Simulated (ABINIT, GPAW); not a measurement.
A GPAW input for a self-consistent single point of ZnS (F-43m, 2 atoms in the cell) (DFT PBE, plane waves, GPAW PAW datasets PBE (gpaw-data 1.0.1)):

```python
from ase import Atoms
from ase.units import GPa
from gpaw import GPAW, PW, FermiDirac

atoms = Atoms(['Zn', 'S'],
              cell=[[0.000000, 2.636379, 2.636379],
                    [2.636379, 0.000000, 2.636379],
                    [2.636379, 2.636379, 0.000000]],
              positions=[[0.000000, 0.000000, 0.000000],
                         [1.318189, 1.318189, 1.318189]],
              pbc=True)

calc = GPAW(mode=PW(800),
            xc='PBE',
            kpts=(11, 11, 11),
            occupations=FermiDirac(0.01),
            nbands=-6,
            convergence={'density': 1e-05, 'energy': 1e-05, 'bands': -4},
            symmetry={'symmorphic': False, 'tolerance': 0.0005},
            maxiter=120)

atoms.calc = calc

energy = atoms.get_potential_energy()
print('Energy (eV):', round(energy, 6))
forces = atoms.get_forces()
print('Forces (eV/Ang):')
print(forces.round(5))
stress = atoms.get_stress()
print('Stress (GPa, Voigt):', (stress / GPa).round(4))
```

### Question
Translate this input to ABINIT.

### Answer
One input that does it (others would too):

```
# ZnS, JTH v2.0 PBE PAW
pp_dirpath "./"
pseudos "Zn.GGA_PBE-JTH.xml, S.GGA_PBE-JTH.xml"
acell 3.7284029374 3.7284029374 3.7284029374 Angstrom
rprim
         0.0000000000    0.7071067812    0.7071067812
         0.7071067812    0.0000000000    0.7071067812
         0.7071067812    0.7071067812   -0.0000000000
natom 2
ntypat 2
znucl 30 16
typat 1 2
xcart
         0.0000000000    0.0000000000    0.0000000000
         1.3181895000    1.3181895000    1.3181895000
      Angstrom
ecut 816 eV
pawecutdg 1633 eV
pawxcdev 0
occopt 3
tsmear 0.00036749
nband 14
kptopt 1
ngkpt 11 11 11
nshiftk 1
shiftk 0 0 0
nstep 100
tolvrs 1.0e-12
prtwf 0
prtden 0
prtvol 1
enunit 1
```

Basis, cutoffs, solver keys and any potentials are the target program's own. This input uses DFT, PBE, plane waves, PAW (JTH v2.0 PBE PAW). Both were run: pressure 8.34 GPa in GPAW and 8.11 in ABINIT; gap on the mesh 2.428 eV in GPAW and 2.423 in ABINIT.

On GPAW: the starting cell comes from a database of computed structures (which also holds hypothetical and non-ambient phases and stackings), without a prior relaxation at this level. Its lattice was rescaled by a random factor within 2.5 % of one. For this run, on top of that: lattice scaled by 0.98. With a pressure of about 8 GPa the cell is away from its equilibrium volume at this level.

On ABINIT: the starting cell comes from a database of computed structures (which also holds hypothetical and non-ambient phases and stackings), without a prior relaxation at this level. Its lattice was rescaled by a random factor within 2.5 % of one. For this run, on top of that: lattice scaled by 0.98. With a pressure of about 8 GPa the cell is away from its equilibrium volume at this level.
